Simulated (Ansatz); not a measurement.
Start from Ca in the fcc (Cu type) structure (space group Fm-3m, No. 225; a = 5.5686 Å; relaxed with 0.1 eV smearing). Axes: x, y, z lie along the cube axes.

All numbers come from r2SCAN (Ansatz, an electronic-structure program, PAW, scalar-relativistic without spin-orbit coupling), earlier PAW set.

For the base:

The shortest interatomic distance is 393.8 pm and the band gap is zero.

Modification: uniaxial strain ε_zz = −1.75 %, all other strain components held at zero, atoms relaxed at fixed cell.

How does this affect the stress, shortest interatomic distance, energy relative to the base and band gap?

The stress (xx, yy, zz, yz, xz, xy; compression positive) is (0.3, 0.3, 0.4, 0.0, 0.0, 0.0) GPa; the shortest interatomic distance shrinks by 3.43 pm to 390.3 pm; the energy goes up by 0.9 meV/atom; the band gap is still zero.

No phonon test of stability was made.
